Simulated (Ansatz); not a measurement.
Here is the system:

```
CELL_PARAMETERS angstrom
      2.55156     0.00000     0.00000
      1.27578     2.20971     0.00000
      0.00000     0.00000     6.62410
ATOMIC_POSITIONS crystal
  B  0.66667 0.66667 0.75000
  B  0.33333 0.33333 0.25000
  N  0.33333 0.33333 0.75000
  N  0.66667 0.66667 0.25000
```

No spin polarisation.

Computed with Ansatz (a quantum-chemistry and plane-wave program), PBE-D3(BJ), PAW, cutoff 420 eV, spin-orbit coupling left out. k-mesh 15×15×5 (Γ-centred); smearing 0.05 eV (Fermi–Dirac).

Task: Estimate the gap character.

Result: Indirect, k = (0.267, -0.400, 0) in the run's primitive reciprocal basis → M.

Task: Estimate the band gap.

Result: 4.15 eV.

Task: Predict the mean in-plane stress (compression positive).

Result: -17.8 GPa.

The cells carry an imposed strain or load. No phonon test of stability was made. The cell was made from BN (space group P6_3/mmc, No. 194; layered, stacked along the Cartesian z axis) by this change: biaxial strain +1.80 %, plane normal [001], relaxed out of plane.
